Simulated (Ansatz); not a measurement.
What pressure 3 GPa does to ZrSe2

The reference is ZrSe2 in the CdI2 type structure (space group P-3m1, No. 164; a = 3.662 Å, c = 5.842 Å; layered, stacked along the Cartesian z axis).

The change: cell and atoms relaxed at a pressure of 3 GPa.

Calculations: PBEsol-D3(BJ)/PAW in Ansatz (an electronic-structure program), scalar-relativistic without spin-orbit coupling. k-mesh 15×15×8 (Γ-centred); smearing 0.05 eV (Fermi–Dirac).

The volume per atom falls by 1.208 Å³, from 22.61 Å³ to 21.41 Å³ and the density increases by 0.34 g/cm³ to 6.44 g/cm³. The c/a ratio falls by 0.006, from 1.595 to 1.589 and the shortest interatomic distance decreases by 0.0189 Å (2.655 Å → 2.637 Å). The enthalpy H = E + PV relative to the base's energy amounts to +0.41 eV/atom and the band gap is still zero.

Load acts through the strain it causes; cell and atoms are relaxed under it. No phonon test of stability was made. All final runs are without spin polarisation. A zero or small gap of ZrSe2 can be the functional's error rather than a property of the material.
